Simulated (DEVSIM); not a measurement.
System: abrupt InP p-n junction, at 300 K.

| layer (left to right) | material | thickness (μm) | Nd (cm⁻³) | Na (cm⁻³) | τn (s) | τp (s) |
|---|---|---|---|---|---|---|
| 1 | InP | 16.0 | - | 1.1e18 | 1.5e-9 | 1.5e-9 |
| 2 | InP | 150 | 2.5e16 | - | 1.5e-9 | 1.5e-9 |

Left contact: ohmic. Right contact: ohmic. Voltage is applied to the left contact. Recombination: SRH at mid-gap. Mobility is μmin + (μ − μmin)/(1 + (N/Nref)^α).

The device is made up for the run: typed textbook-type constants, with dimensions and the other settings drawn at random. Values at 300 K.

```
parameter         InP
-------------  ------
gap (eV)        1.344
affinity (eV)    4.38
permittivity     12.5
Nc (cm⁻³)      5.7e17
Nv (cm⁻³)      1.1e19
μn (cm²/Vs)      5200
μp (cm²/Vs)       170
μn,min            400
μp,min             10
Nref,n           3e17
Nref,p         4.9e17
αn               0.47
αp               0.62
```

Model (solved in DEVSIM): 1D drift-diffusion, Boltzmann statistics, complete ionisation; no tunnelling, impact ionisation, image-force lowering or self-heating.

The minority lifetime in layer 2 was swept, all else fixed.

```
minority lifetime in layer 2 (s)  dark forward voltage at 100 A/cm² (V)  dark forward voltage at 1 A/cm² (V)
--------------------------------  -------------------------------------  -----------------------------------
4.5e-11                                                           1.167                                0.898
1.5e-10                                                           1.175                                0.919
4.5e-10                                                               ?                                    ?
1.5e-9                                                            1.197                                0.957
4.5e-9                                                            1.211                                0.973
1.5e-8                                                            1.224                                0.989
4.5e-8                                                            1.233                                1.001
```

Problem. Some entries are withheld; supply them.

Solution. 
- 4.5e-10, dark forward voltage at 100 A/cm² (V): 1.185
- 4.5e-10, dark forward voltage at 1 A/cm² (V): 0.938
